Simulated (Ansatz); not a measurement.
# Response to strain in BeS

Consider BeS in the zinc blende structure (space group F-43m, No. 216; a = 4.869 Å).

Strains are applied to the cell and any free atomic positions relax.

The values are results of r2SCAN, PAW, 500 eV (Ansatz, a quantum-chemistry and plane-wave program; no spin-orbit coupling), not measurements.

```tsv
isotropic strain (%)	pressure (GPa)
0	0.0
0.5	-1.4
1	-2.8
1.5	?
2	-5.2
2.5	-6.3
3	-7.3
```

### Question
Fit P = P₀ − Bδ + Cδ² with δ = (1 + ε)³ − 1 to the rows shown and predict the withheld row.

### Answer
Least squares on the printed values gives P₀ = 0.0 GPa, B = 97.9 GPa, C = 207 GPa (largest residual 0.0 GPa); this predicts -4.0 GPa, and the run gives -4.0 GPa, in agreement.

Whether these cells are dynamically stable was not tested.
